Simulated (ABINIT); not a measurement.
A self-consistent single point of Se (P3_121, 3 atoms in the cell) with ABINIT.

Method of the run: PBE, norm-conserving pseudopotentials (PseudoDojo nc-sr-05 PBE standard) (plane waves; ABINIT 10.0.3).

The change in words: lattice scaled by 0.98. Reference geometry:
```
Se
1.0
    4.48815     0.00000     0.00000
   -2.24408     3.88685     0.00000
    0.00000     0.00000     4.96038
Se
3
Direct
  0.21789   0.00000   0.33333
  0.00000   0.21789   0.66667
  0.78211   0.78211   0.00000
```

Reference input (self-consistent single point, DFT, PBE, plane waves, norm-conserving pseudopotentials (PseudoDojo nc-sr-05 PBE standard)): pseudos = [Se.upf]; ecut = 43 Ha; ixc = 11; occopt = 3; tsmear = 0.02 eV; ngkpt = 5 5 4; nshiftk = 1; shiftk = 0 0 0; potentials = PseudoDojo nc-sr-05 PBE standard; nband = 31; kptopt = 1; nstep = 60. This run's input differs from it in these lines:

```diff
@@ -3,6 +3,6 @@
 pseudos "Se.upf"
-acell 4.4881522032 4.4881522032 4.9603780000 Angstrom
+acell 4.3983892253 4.3983892253 4.8611700000 Angstrom
 rprim
-         1.0000000000   -0.0000000105    0.0000000000
-        -0.4999999909    0.8660254090    0.0000000000
+         1.0000000000   -0.0000000687    0.0000000000
+        -0.4999999405    0.8660254381    0.0000000000
          0.0000000000    0.0000000000    1.0000000000
```

Output (repeated stretches shortened):

```
--- !BeginCycle
solver: {iscf: 7, nstep: 60, nline: 4, wfoptalg: 0, }
tolerances: {tolvrs: 1.00E-10, }
...

     iter   Etot(hartree)      deltaE(h)  residm     vres2
 ETOT  1  -361.73867298326    -3.617E+02 1.741E+00 2.653E+01
 ETOT  2  -363.69975137972    -1.961E+00 6.288E-02 2.033E+01
 ETOT  3  -363.70166197035    -1.911E-03 3.721E-02 2.917E+00
 ETOT  4  -363.70189440944    -2.324E-04 2.932E-03 1.685E-01
 ETOT  5  -363.70191161141    -1.720E-05 1.985E-03 1.984E-02
   [... 2 lines left out ...]
 ETOT  8  -363.70191358293    -1.067E-09 7.318E-04 4.927E-07
 ETOT  9  -363.70191358295    -2.586E-11 1.052E-03 1.316E-08
 ETOT 10  -363.70191358295     5.514E-12 8.425E-04 1.446E-10
 ETOT 11  -363.70191358296    -8.299E-12 9.445E-04 2.575E-12
 At SCF step   11       vres2   =  2.58E-12 < tolvrs=  1.00E-10 =>converged.

 Cartesian components of stress tensor (hartree/bohr^3)
  sigma(1 1)= -1.57569969E-04  sigma(3 2)=  0.00000000E+00
  sigma(2 2)= -1.57569968E-04  sigma(3 1)=  0.00000000E+00
  sigma(3 3)= -2.88274265E-04  sigma(2 1)= -6.51777590E-14

 ----iterations are completed or convergence reached----

 reduced coordinates (array xred) for    3 atoms
       0.217890000000      0.000000000000      0.333333333333
       0.000000000000      0.217890000000      0.666666666667
       0.782110000000      0.782110000000      0.000000000000
 cartesian forces (eV/Angstrom) at end:
    1      1.15214855564758    -0.00000007915800    -0.00000000000000
    2     -0.57607420927562     0.99778995774303    -0.00000000000000
   [... lines left out ...]
 Fermi (or HOMO) energy (hartree) =   0.14227   Average Vxc (hartree)=  -0.34772
   [... lines left out ...]
total_energy        : -3.63701913582957E+02
total_energy_eV     : -9.89683238112240E+03
band_energy         : -5.19281254118731E+01
...

-Cartesian components of stress tensor (GPa)         [Pressure=  5.9177E+00 GPa]
- sigma(1 1)= -4.63586776E+00  sigma(3 2)=  0.00000000E+00
- sigma(2 2)= -4.63586773E+00  sigma(3 1)=  0.00000000E+00
- sigma(3 3)= -8.48132027E+00  sigma(2 1)= -1.91759555E-09

 Calculation completed.
```

The run converged in 11 iterations. Against the reference run the free energy goes up by 41.5 meV/atom, the pressure goes from 2.09 to 5.92 GPa, the largest force goes from 0.433 to 1.152 eV/Å and the gap on the mesh goes from 1.399 to 1.369 eV.

The starting cell comes from a database of computed structures (which also holds hypothetical and non-ambient phases and stackings), without a prior relaxation at this level. Its lattice was rescaled by a random factor within 2.5 % of one. For this run, on top of that: lattice scaled by 0.98. With a pressure of about 6 GPa the cell is away from its equilibrium volume at this level. Forces in this geometry exceed 1 eV/Å.

Cost on one core of a shared machine: roughly 2 min.
